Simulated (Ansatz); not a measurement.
## Effect of uniaxial strain ε_zz = +0.31 % on ZnO

Base system: ZnO in the wurtzite structure (space group P6_3mc, No. 186; a = 3.235 Å, c = 5.211 Å). Axes: x lies along a and z along c of the hexagonal cell.

The change: the cell is stretched by 0.31 % along z with no lateral relaxation; the atoms relax in the strained cell.

Level of theory: Kohn–Sham DFT with the r2SCAN functional, run in Ansatz (an electronic-structure program) with PAW and 500 eV plane waves, scalar-relativistic without spin-orbit coupling. Γ-centred 12×12×7 mesh, Fermi–Dirac width 0.05 eV.

- Volume per atom = 11.85 Å³ (base 11.81 Å³)
- Space group = P6_3mc (No. 186) (base P6_3mc (No. 186))
- Shortest interatomic distance = 1.972 Å (base 1.970 Å)
- Energy relative to the base (free energy F) = +0.1 meV/atom
- Band gap = 1.23 eV (base 1.24 eV)
- Gap character = direct at Γ (base direct at Γ)
- Width of the top valence band = 1.83 eV (base 1.83 eV)
- Electron mass = 0.19 mₑ (at Γ) (base 0.19 mₑ (at Γ))
- Valence-band top at Γ (three highest levels, from the VBM) = 0.00, 0.00, -0.10 eV (base 0.00, 0.00, -0.10 eV)
- Stress (xx, yy, zz, yz, xz, xy; compression positive) = (-0.35, -0.35, -0.68, 0.00, 0.00, 0.00) GPa

Final structure:

```yaml
crystal:
  lattice:
    - [3.23518, 0.00000, 0.00000]
    - [-1.61759, 2.80175, 0.00000]
    - [0.00000, 0.00000, 5.22757]
  atoms:
    - { symbol: Zn, position: [0.66667, 0.33333, 0.00201] }
    - { symbol: Zn, position: [0.33333, 0.66667, 0.50201] }
    - { symbol: O, position: [0.66667, 0.33333, 0.62319] }
    - { symbol: O, position: [0.33333, 0.66667, 0.12319] }
```

Masses are band curvatures over ±0.01 Å⁻¹ around the edge. Whether these cells are dynamically stable was not tested.
